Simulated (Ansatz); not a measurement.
Troubleshooting Ansatz (an electronic-structure program): a failed run on KLaSe₂ (Pna2_1, 16 atoms in the cell). The aim is a self-consistent single point with DFT, revPBE, plane waves, default PAW files made with PBE.

Cell that was meant: a = 8.3764 Å, b = 9.8922 Å, c = 7.9770 Å, α = 90.00°, β = 90.00°, γ = 90.00°.

Part of the input:

Ansatz 0.2 input:
```yaml
  pseudopotentials: { kind: paw }
scf:
  occupations: { method: methfessel_paxton, width: 0.0037 Ry }
  max_iter: 4
output:
  forces: true
  eigenvalues: true
```

Output, abridged:

```
SCF iter   1: F=—  HF=-75003.976408 eV  |F-HF|=—  |Δ(HF+E_count)|=         —  Δρ=2.21e-3  dr2=4.15e-2  ethr=1.77e-3  ⟨swp⟩=6.0  Hψ=3629  notcnv=0
all-band conjugate gradients solve this SCF's bands
preconditioner: auto → Resta (q_TF=auto, 2.250 Å⁻¹)
SCF iter   2: F=—  HF=-75003.974135 eV  |F-HF|=—  |Δ(HF+E_count)|=   2.27e-3  S|Δr|=    0.00e0  Δρ=1.06e-3  dr2=8.04e-3  ethr=1.99e-5  ⟨swp⟩=8.0  Hψ=6859  notcnv=0
SCF iter   3: F=—  HF=-75003.976854 eV  |F-HF|=—  |Δ(HF+E_count)|=   2.72e-3  S|Δr|=    0.00e0  Δρ=4.15e-4  dr2=1.71e-3  ethr=3.86e-6  ⟨swp⟩=5.4  Hψ=5562  notcnv=0
SCF iter   4: F=—  HF=-75003.978039 eV  |F-HF|=—  |Δ(HF+E_count)|=   1.19e-3  S|Δr|=    0.00e0  Δρ=1.00e-4  dr2=1.13e-4  ethr=8.20e-7  ⟨swp⟩=4.9  Hψ=4868  notcnv=0
Error: did not converge after 4 iterations: dr2 = 1.13e-4 (threshold 1.00e-7), under the density mixer `msr1`, which `scf.mixing.algorithm: auto` chose by the deck's other keys (type `scf.mixing.algorithm: msr1` to keep it); raise `scf.max_iter`, which need not help a stalled SCF, or adjust the mixing (`scf.mixing`) or, under a smearing, its width (`scf.occupations.width`, in either direction: another width is another result); this SCF holds its density and magnetisation to the symmetry operations that it keeps, and cannot end on a state that breaks one of them: if the state sought breaks one, re-run with `crystal.symmetry.detect: false`, without `crystal.symmetry.time_reversal: [...]
```

What is wrong, and how is it fixed?

The fault is an iteration limit that is too low. The loop is cut before its threshold is met, so whatever is printed at the end is not self-consistent. To fix it, raise the limit, or leave it to the default. The run ended unconverged after 4 iterations.

An input that runs soundly differs in these lines (not the only fix; some lines may just follow from the change or write a value another way):
```diff
-  max_iter: 4
```

With that input, the run converged in 8 iterations: free energy E − TS (on the zero of these files) -75003.9784 eV; top of the valence band (on the code's own zero) 3.36 eV; gap on the k-point mesh 2.88 eV; pressure 1.93 GPa; largest force (vector length) 0.417 eV/Å (DFT, revPBE, plane waves, default PAW files made with PBE).

On the sound input: the starting cell was generated: these elements placed on a structure prototype, without a prior relaxation; it need not be a known phase or ordering of this composition. Ansatz's pressure includes its estimate of the finite-basis (Pulay) stress.
